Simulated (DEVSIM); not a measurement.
Device: Schottky contact on p-type Si, at 300 K.

Layer 1 from the left is Si, thickness (μm) 5.80, Na (cm⁻³) 8.4e15, τn (s) 8.8e-6, τp (s) 8.8e-6. Layer 2 from the left is Si, thickness (μm) 7.10, Na (cm⁻³) 8.9e17, τn (s) 8.8e-6, τp (s) 8.8e-6.

Left contact: Schottky, work function 4.284 eV, emission velocity 4.3e6 cm/s. Right contact: ohmic. Voltage is applied to the left contact. Recombination: SRH at mid-gap, radiative, Auger. Mobility is constant in doping.

Constants are typed, rounded textbook-type inputs, not results; the design itself was drawn at random and stands for no fabricated device. Values at 300 K.

Si: gap (eV) 1.124, affinity (eV) 4.05, permittivity 11.7, Nc (cm⁻³) 2.86e19, Nv (cm⁻³) 3.1e19, μn (cm²/Vs) 1417, μp (cm²/Vs) 470, B (cm³/s) 4.7e-15, Cn (cm⁶/s) 2.8e-31, Cp (cm⁶/s) 9.9e-32.

DEVSIM, 1D drift-diffusion, Boltzmann statistics, complete ionisation; no tunnelling, impact ionisation, image-force lowering or self-heating. Metal contacts follow the ideal Schottky-Mott rule: no Fermi-level pinning, no interface dipoles.

Dark forward current:

| |V| (V) | |J| (A/cm²) |
|---|---|
| 0.05 | 1.149e-7 |
| 0.10 | 8.998e-7 |
| 0.15 | 6.268e-6 |
| 0.20 | 4.295e-5 |
| 0.25 | 0.0002931 |
| 0.30 | 0.001994 |
| 0.35 | 0.01351 |
| 0.40 | 0.09077 |
| 0.45 | 0.5951 |
| 0.50 | 3.532 |
| 0.55 | 15.23 |
| 0.60 | 40.84 |
| 0.65 | 78.58 |
| 0.70 | 132.3 |
| 0.75 | 225.7 |
| 0.80 | 413.8 |
| 0.85 | 786.4 |
| 0.90 | 1401 |
| 0.95 | 2155 |

**Question.** Work out the local ideality factor n = ΔV / (kT/q · ln(J2/J1)) between the rows 0.15 and 0.20 V, 0.90 and 0.95 V.

**Answer.** kT/q = 25.85 mV. From 0.15 to 0.20 V: ln(4.295e-5/6.268e-6) = 1.925, n = 1.01, near the 1 of diffusion or emission over a barrier. From 0.90 to 0.95 V: ln(2155/1401) = 0.431, n = 4.49.

**Question.** Estimate the current at 0.30 V for emission alone, J0 = q v N_band exp(−φB/kT), and read the barrier back from the simulated current.

**Answer.** φB = 0.890 eV, N_band = 3.10e19 cm⁻³, J0 = 2.38e-8 A/cm²; J = J0 (exp(qV/kT) − 1) = 0.00261 A/cm². The simulation gives 0.00199 A/cm²; the estimate lies 31 % above. Read backwards, the simulated current gives an apparent barrier of 0.897 eV. The estimate leaves out transport through the depletion region and minority injection.
